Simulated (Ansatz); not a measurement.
An Ansatz (an electronic-structure program) input (r2SCAN in Ansatz (plane waves to 500 eV, PAW, scalar-relativistic without spin-orbit coupling)):

Ansatz 0.2 input:
```yaml
crystal:
  lattice:
    - [4.8038965949, 0, 0]
    - [0, 4.8665566235, 0]
    - [-0.8645912966, 0, 4.9656938749]
  atoms:
    - { symbol: Ti, position: [0.2770139805, 0.0545437463, 0.2145315791] }
    - { symbol: Ti, position: [0.7229860195, 0.5545437463, 0.2854684209] }
    - { symbol: Ti, position: [0.7229860195, 0.9454562537, 0.7854684209] }
    - { symbol: Ti, position: [0.2770139805, 0.4454562537, 0.7145315791] }
    - { symbol: O, position: [0.0635314865, 0.3223543834, 0.3522112748] }
    - { symbol: O, position: [0.9364685135, 0.8223543834, 0.1477887252] }
    - { symbol: O, position: [0.9364685135, 0.6776456166, 0.6477887252] }
    - { symbol: O, position: [0.0635314865, 0.1776456166, 0.8522112748] }
    - { symbol: O, position: [0.446283363, 0.757987383, 0.4634478124] }
    - { symbol: O, position: [0.553716637, 0.257987383, 0.0365521876] }
    - { symbol: O, position: [0.553716637, 0.242012617, 0.5365521876] }
    - { symbol: O, position: [0.446283363, 0.742012617, 0.9634478124] }
basis: { ecutwfc: 500, ecutrho_ratio: 4, xc_grid: 4, fft_grid_basis: typed }
kpoints: { mp_grid: { grid: [6, 6, 6] } }
hamiltonian:
  xc: r2scan
  dispersion: none
  pseudopotentials: { kind: paw }
scf: { occupations: { method: fermi_dirac, width: 0.05 }, convergence: { dr2_threshold: 0.0000000012 } }
output: { forces: true, stress: true }
checkpoint: { write: state.ck, write_every: 1000 }
```

### Question
Which symmetry and how many k-points will the program report, and about how many plane waves at Γ?

### Answer
Space group P21/c (ITA 14) with 4 operations, k-points 80 of 216, and 2947 plane waves at Γ.

Whether these cells are dynamically stable was not tested. All final runs are without spin polarisation. The cell was made from ZrO2 by this change: Zr → Ti; the result is a model cell. This is not the structure that TiO2 has at room temperature and ambient pressure.
